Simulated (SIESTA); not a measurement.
A self-consistent single point of Fe5Si2B (I4/mcm, 16 atoms in the cell) with SIESTA.

Method: GGA PBEsol, numerical atomic orbitals DZP, PseudoDojo PBEsol standard norm-conserving potentials (rewritten from UPF to PSML) in SIESTA.

```xyz
16
Lattice="-4.3483 4.3483 2.2084 4.3483 -4.3483 2.2084 4.3483 4.3483 -2.2084" Properties=species:S:1:pos:R:3 pbc="T T T"
Fe     1.8090     0.6253     2.2084
Fe     2.5393     3.7230     0.0000
Fe    -0.6253     1.8090     2.2084
Fe     4.9736     2.5393     0.0000
Fe    -2.5393     3.7230     2.2084
Fe     6.8876     0.6253     0.0000
Fe     3.7230     2.5393     2.2084
Fe     0.6253     1.8090     0.0000
Fe     4.3483     0.0000     1.1042
Fe     0.0000     4.3483     1.1042
Si     1.4527     5.8009     0.0000
Si     2.8956    -1.4527     2.2084
Si     2.8956     1.4527     0.0000
Si     1.4527     2.8956     2.2084
B      0.0000     0.0000     1.1042
B      0.0000     0.0000     3.3126
```
Moments meant for the start (each program seeds them in its own way; μB, in the order of the atoms Fe Fe Fe Fe Fe Fe Fe Fe Fe Fe Si Si Si Si B B): 4.0 4.0 4.0 4.0 4.0 4.0 4.0 4.0 4.0 4.0 0.0 0.0 0.0 0.0 0.0 0.0.

Reference input (self-consistent single point, DFT, GGA PBEsol, numerical atomic orbitals DZP, PseudoDojo PBEsol standard norm-conserving potentials (rewritten from UPF to PSML)): XC.functional = GGA; XC.authors = PBEsol; potentials = PseudoDojo PBEsol standard; PAO.BasisSize = DZP; PAO.EnergyShift = 0.01 Ry; MeshCutoff = 300 Ry; kgrid.MonkhorstPack = 5 5 5; OccupationFunction = FD; ElectronicTemperature = 100 meV; Spin = polarized; MaxSCFIterations = 150; SCF.Mixer.Method = Broyden. This run's input differs from it in these lines:

```diff
@@ -41,3 +41,3 @@
 PAO.EnergyShift              0.01 Ry
-MeshCutoff                   300 Ry
+MeshCutoff                   180 Ry
 %block kgrid.MonkhorstPack
```

Output (repeated stretches shortened):

```
        iscf     Eharris(eV)        E_KS(eV)     FreeEng(eV)     dDmax    Ef(eV) dHmax(eV)
   scf:    1   -34337.561160   -34609.030258   -34609.312579  0.712927 -2.171387 19.183533
     spin moment: {S} , |S| = {        0.0        0.0   24.08732 }    24.08732
   scf:    2   -34703.089561   -34661.991790   -34662.280564  0.106628 -3.086616 11.914642
     spin moment: {S} , |S| = {        0.0        0.0   23.61142 }    23.61142
   scf:    3   -34695.339757   -34688.413222   -34688.727947  0.126089 -4.343263  3.015413
     spin moment: {S} , |S| = {        0.0        0.0   22.05731 }    22.05731
   [... lines left out ...]
     spin moment: {S} , |S| = {        0.0        0.0   17.20835 }    17.20835
   scf:   23   -34690.181355   -34690.181457   -34690.638170  0.000098 -4.952335  0.002092
     spin moment: {S} , |S| = {        0.0        0.0   17.20496 }    17.20496
   scf:   24   -34690.181354   -34690.181405   -34690.638172  0.000116 -4.952385  0.001060
     spin moment: {S} , |S| = {        0.0        0.0   17.20329 }    17.20329
   scf:   25   -34690.181323   -34690.181364   -34690.638173  0.000052 -4.952443  0.000938
     spin moment: {S} , |S| = {        0.0        0.0   17.20191 }    17.20191
SCF Convergence by DM+H criterion
max |DM_out - DM_in|         :     0.0000521265
max |H_out - H_in|      (eV) :     0.0009376681
SCF cycle converged after 25 iterations

Using DM_out to compute the final energy and forces

siesta: E_KS(eV) =           -34690.1814

siesta: E_KS - E_eggbox =    -34690.1814

siesta: Atomic forces (eV/Ang):
     1   -0.126398   -0.127861    0.005216
     2    0.126386    0.127914   -0.005216
     3    0.125948   -0.128907   -0.009619
     4   -0.125972    0.128971    0.009619
     5   -0.128943    0.125988   -0.009619
     6    0.128919   -0.125929    0.009619
     7    0.127886    0.126432   -0.005216
     8   -0.127889   -0.126364    0.005216
     9    0.001218    0.001217   -0.000383
    10   -0.001218   -0.001219    0.000383
    11    0.025507    0.025673    0.001684
   [... lines left out ...]
siesta: FreeEng =    -34690.638173
siesta: Cell volume =        167.022381 Ang**3
siesta:         -89.76222086        -96.17237278  kBar
   [... lines left out ...]
     9     0.439532   15.560468    2.035295  Fe
    10     0.439532   15.560468    2.035295  Fe
    11    -0.947202    4.947202   -0.312897  Si
    12    -0.947203    4.947203   -0.312897  Si
    13    -0.947329    4.947329   -0.312889  Si
    14    -0.947331    4.947331   -0.312890  Si
    15    -0.912453    3.912453   -0.255949  B
    16    -0.912453    3.912453   -0.255949  B
 Total     0.000000               17.201913
```

The run converged in 25 iterations. Against the reference run the free energy falls by 4.1 meV/atom, the pressure goes from -9.13 to -8.98 GPa, the largest force moves little (0.186 to 0.181 eV/Å) and the size of the net moment hardly changes (1.07 to 1.08 μB/atom).

The starting cell comes from a database of computed structures (which also holds hypothetical and non-ambient phases and stackings), without a prior relaxation at this level. The magnetic order is the one reached from the typed start; others were not searched systematically. Values carry the incompleteness of an atom-centred basis.

Cost on one core of a shared machine: roughly 9 min.
